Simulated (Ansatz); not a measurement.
Band structure of Fe₅Co₃ (Im-3m, 8 atoms in the cell).

```
CELL_PARAMETERS angstrom
     -2.77091     2.77091     2.77091
      2.77091    -2.77091     2.77091
      2.77091     2.77091    -2.77091
ATOMIC_POSITIONS crystal
  Fe 0.00000 0.00000 0.00000
  Fe 0.00000 0.00000 0.50000
  Fe 0.00000 0.50000 0.00000
  Fe 0.50000 0.50000 0.50000
  Fe 0.50000 0.00000 0.00000
  Co 0.00000 0.50000 0.50000
  Co 0.50000 0.00000 0.50000
  Co 0.50000 0.50000 0.00000
```
Moments meant for the start (each program seeds them in its own way; μB, in the order of the atoms Fe Fe Fe Fe Fe Co Co Co): 4.0 4.0 4.0 4.0 4.0 3.0 3.0 3.0.

Level of theory: PBEsol, PAW files made with PBE (plane waves; Ansatz, a first-principles code).

Settings: kpoints.mp_grid.grid = 4 4 4; hamiltonian.xc = pbesol; hamiltonian.pseudopotentials = {kind: paw} (the program's default PAW files); magnetization.spin_polarized = true; scf.occupations.method = fermi_dirac; scf.occupations.width = 0.1 eV; kpoints.band_path.npoints = 8.

The starting cell comes from a database of computed structures (which also holds hypothetical and non-ambient phases and stackings), without a prior relaxation at this level. The magnetic order is the one reached from the typed start; others were not searched systematically.

Levels in eV from the Fermi level, bands 71 to 78 of the first spin channel:
```csv
point,71,72,73,74,75,76,77,78
Γ,-0.16,-0.16,-0.16,-0.03,-0.03,-0.03,0.10,0.10
H,-1.24,-1.24,-0.50,-0.28,-0.28,-0.11,-0.11,-0.11
N,-1.08,-1.00,-0.38,-0.13,1.77,1.88,1.99,2.00
P,-1.02,-1.02,-0.53,-0.37,-0.37,-0.37,6.71,6.71
```

Bands cross the Fermi level along this path, so the cell is metallic at this level.

The net moment of the cell came out as 18.08 μB.

Keys are those of Ansatz 0.2.
